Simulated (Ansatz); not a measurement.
Functionals compared on the (100) surface of germanium, 2x1 dimers with one H each (bottom of the slab: dihydride, held), in Ansatz (plane waves, PAW). The structure was relaxed with PBE; the other rows are single points on it. Cutoff 420 eV (500 eV for r2SCAN).

Slab: 21 atoms, 12.4 Å thick at the start with caps and adatoms (thin: gaps and levels are the slab's own); k 4x7x1, smearing 0.025 eV, dipole-corrected; 8 atoms held, the rest relaxed; symmetry of the start imposed; spin-polarised, ending with about 0.2 μB a cell, a value that depends on the mesh; orders that need a larger cell were not tried, no spin-orbit, no U. The slab shows no gap on its mesh. It is one candidate, not shown to be the stable structure of the face. These notes are the PBE run's. r2SCAN: The program's check for a lower electronic state was not made.

```
functional  work function of the top face (eV)  rough cost of the single point
----------  ----------------------------------  ------------------------------
PBE                                       4.60                               –
r2SCAN                                    4.72     very roughly 9 core-minutes
```

Ansatz is a quantum-chemistry and plane-wave program.
